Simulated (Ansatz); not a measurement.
Band gap of ZnSe (model structure, started from the BeO type, P4₂/mnm, No. 136, 8 atoms in the cell) at several levels of theory

No measured value is used here.

```csv
level (code),value (eV),cell (Å³/atom)
LDA (Ansatz),1.39 (direct),22.71
PBEsol (Ansatz),1.39 (direct),23.54
PBEsol+SOC (Ansatz),1.26 (direct),23.54
r²SCAN (Ansatz),2.01 (direct),23.90
r²SCAN+SOC (Ansatz),1.96 (direct),23.54
r²SCAN+rVV10 (Ansatz),2.01 (direct),23.56
HSE06 (Ansatz),2.63 (direct),23.54
```

Computed values are for a static lattice. Levels without +SOC have no spin–orbit coupling; where heavier elements are present it shifts gaps, mostly down, and can invert bands.  Values are at the level's own relaxed cell; PBEsol+SOC at the PBEsol cell; r²SCAN+SOC at the PBEsol cell; HSE06 at the PBEsol cell. Cutoffs and k meshes differ between the levels. Ansatz's density-functional and Hartree–Fock values are scalar-relativistic unless marked +SOC, with PAW data made under PBE.

A model structure was made by putting elements into a prototype or built by hand; it is no filed structure, need not be a known phase, and can be a saddle point held by its symmetry.

Ansatz is an electronic-structure program.
